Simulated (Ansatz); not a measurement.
N_C in diamond: one set of geometries, relaxed with PBE, evaluated in Ansatz (PAW, plane waves to 420 eV, 500 eV under r2SCAN) with PBE, r2SCAN.

Cell and caveats: 216-site cell; 2×2×2 shifted k-points; start: the C site; charged states image-corrected; finite-size errors of tenths of an eV.

```tsv
quantity	PBE	r2SCAN
host gap (eV)	4.13	[?]
ε(+1/0) above the VBM (eV)	2.79	[?]
ε(0/−1) above the VBM (eV)	3.74	[?]
neutral formation energy against graphite, N2 molecule in a box (eV)	3.81	[?]
largest moment on one atom at charge 0 (μB)	0.28	[?]
```

Given the lower rungs, what does r2SCAN give?


- host gap (eV), r2SCAN: 4.34
- ε(+1/0) above the VBM (eV), r2SCAN: 2.76
- ε(0/−1) above the VBM (eV), r2SCAN: 4.02
- neutral formation energy against graphite, N2 molecule in a box (eV), r2SCAN: 3.75
- largest moment on one atom at charge 0 (μB), r2SCAN: 0.32

Ansatz is a quantum-chemistry and plane-wave program.
